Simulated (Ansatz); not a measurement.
## Pt, response to strain

Base system: Pt in the fcc (Cu type) structure (space group Fm-3m, No. 225; relaxed with 0.1 eV smearing).

```yaml
crystal:
  lattice:
    - [0.00000, 1.98594, 1.98594]
    - [1.98594, 0.00000, 1.98594]
    - [1.98594, 1.98594, 0.00000]
  atoms:
    - { symbol: Pt, position: [0.00000, 0.00000, 0.00000] }
```

Strains are applied to the cell and any free atomic positions relax.

All numbers come from DFT with PBE, PAW potentials and a 420 eV plane-wave cutoff in Ansatz (a first-principles code), spin-orbit coupling left out, earlier PAW set.

Notes on the quantities. energy relative to the base: free energy F.

| isotropic strain (%) | energy relative to the base (meV/atom) |
|---|---|
| -3.8 | 186.1 |
| -2.79 | ? |
| 0 | 0.0 |
| 1.26 | 16.3 |
| 4.6 | 187.3 |

Fit ΔE = Aε² + Bε³ (ε in %) to the rows shown and predict the withheld row.

Least squares on the printed values gives A = 11.1 and B = -0.48 meV/atom (largest residual 0.3 meV/atom); this predicts 96.5 meV/atom, and the run gives 95.8 meV/atom, 0.7 lower.

Whether these cells are dynamically stable was not tested. All final runs are without spin polarisation. Pt lies near a magnetic instability that expansion can trigger; it was not tested.
